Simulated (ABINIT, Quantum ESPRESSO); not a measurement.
A Quantum ESPRESSO input for a self-consistent single point of Ag3Pd (I4/mmm, 4 atoms in the cell) (DFT, PBEsol, plane waves, PSlibrary ultrasoft (PBE) pseudopotentials):

```fortran
&CONTROL
 calculation = 'scf'
 prefix = 'pwscf'
 outdir = './work'
 pseudo_dir = './'
 tprnfor = .true.
 tstress = .true.
/
&SYSTEM
 ibrav = 7
 A = 4.068850000
 C = 8.040910000
 nat = 4
 ntyp = 2
 ecutwfc = 50
 ecutrho = 600
 occupations = 'smearing'
 smearing = 'fd'
 degauss = 0.0099958
 input_dft = 'pbesol'
/
&ELECTRONS
 conv_thr = 1.0d-10
 mixing_beta = 0.4
/
ATOMIC_SPECIES
Ag   107.8682  Ag.pbe-n-rrkjus_psl.1.0.0.UPF
Pd   106.4200  Pd.pbe-n-rrkjus_psl.1.0.0.UPF
ATOMIC_POSITIONS {crystal}
Ag   -0.500000000    0.250000000    0.750000000
Ag   -0.500000000    0.750000000    0.250000000
Ag    0.000000000    0.500000000    0.500000000
Pd    0.000000000    0.000000000    0.000000000
K_POINTS {automatic}
9 9 9  0 0 0
```

Give the ABINIT input for the same structure, mesh, smearing and functional.

This is the input that was run; spellings and numerical settings could be chosen otherwise.

```
# Ag3Pd, JTH v2.0 PBE PAW
pp_dirpath "./"
pseudos "Ag.GGA_PBE-JTH.xml, Pd.GGA_PBE-JTH.xml"
acell 4.9438677741 4.9438677741 4.9438677741 Angstrom
rprim
        -0.4115047353    0.4115047353    0.8132205762
         0.4115047353   -0.4115047353    0.8132205762
         0.4115047353    0.4115047353   -0.8132205762
natom 4
ntypat 2
znucl 47 46
typat 1 1 1 2
xred
         0.7500000000    0.2500000000    0.5000000000
         0.2500000000    0.7500000000    0.5000000000
         0.5000000000    0.5000000000    0.0000000000
         0.0000000000    0.0000000000    0.0000000000
ecut 48 Ry
pawecutdg 96 Ry
pawxcdev 0
ixc -116133
occopt 3
tsmear 0.00499791
nband 34
kptopt 1
ngkpt 9 9 9
nshiftk 1
shiftk 0 0 0
nstep 80
toldfe 1.0e-09
prtwf 0
prtden 0
enunit 1
```

Basis settings and potentials, where a program has them, do not carry over. This input uses DFT, PBEsol, plane waves, PAW (JTH v2.0 PBE PAW, files made for PBE). Both were run: pressure -5.40 GPa in Quantum ESPRESSO and -4.44 in ABINIT.

On Quantum ESPRESSO: the starting cell comes from a database of computed structures (which also holds hypothetical and non-ambient phases and stackings), without a prior relaxation at this level. Spin polarisation is off. With a pressure of about -5 GPa the cell is away from its equilibrium volume at this level.

On ABINIT: the starting cell comes from a database of computed structures (which also holds hypothetical and non-ambient phases and stackings), without a prior relaxation at this level. Spin polarisation is off. The potentials were made for another functional than the one used. With a pressure of about -4 GPa the cell is away from its equilibrium volume at this level.
